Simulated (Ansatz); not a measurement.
The structure below was relaxed with PBEsol, PAW, 420 eV (Ansatz, a program for electronic structure; spin-orbit coupling left out), at pressure 10 GPa.

```xyz
8
Lattice="4.8696 0.0000 0.0000 -2.4348 4.2172 0.0000 0.0000 0.0000 8.5382" Properties=species:S:1:pos:R:3 pbc="T T T"
Sb     0.0000     2.8114     2.1345
Sb     2.4348     1.4057     6.4036
Na     0.0000     0.0000     2.1345
Na     0.0000     0.0000     6.4036
Na     0.0000     2.8114     5.0000
Na     2.4348     1.4057     0.7310
Na     0.0000     2.8114     7.8072
Na     2.4348     1.4057     3.5381
```

Find the space group and the Wyckoff positions.

Space group P6₃/mmc (No. 194); a = 4.870 Å, b = 4.870 Å, c = 8.538 Å, α = 90.00°, β = 90.00°, γ = 120.00°

```json
[
 {"atom": "Sb", "site": "2c", "symmetry": "-6m2", "x": "0.3333", "y": "0.6667", "z": "0.2500"},
 {"atom": "Na", "site": "2b", "symmetry": "-6m2", "x": "0.0000", "y": "0.0000", "z": "0.2500"},
 {"atom": "Na", "site": "4f", "symmetry": "3m.", "x": "0.6667", "y": "0.3333", "z": "0.0856"}
]
```

Describe the coordination.

The crystal has 8 atoms in its conventional cell. Conventional cell: a = 4.8696 Å, b = 4.8696 Å, c = 8.5382 Å, α = 90.00°, β = 90.00°, γ = 120.00°. Sb has 5 Na at 2.811–2.865 Å and 6 Na at 3.142 Å. Na1 is coordinated by 3 Sb at 2.811 Å (trigonal planar). Na2 sees 1 Sb at 2.865 Å and 3 Sb at 3.142 Å (tetrahedral). (Neighbours: up to the widest gap in distance over summed covalent radii, below 1.35, at either atom; cation-cation and far metal-metal contacts left out.)

With Sb present, leaving out spin-orbit coupling can change the band edges. Load acts through the strain it causes; cell and atoms are relaxed under it. No phonon test of stability was made. No other phases were tried under pressure. The cell was made from Na$_{3}$Sb (space group P6_3/mmc, No. 194) by this change: pressure 10 GPa.
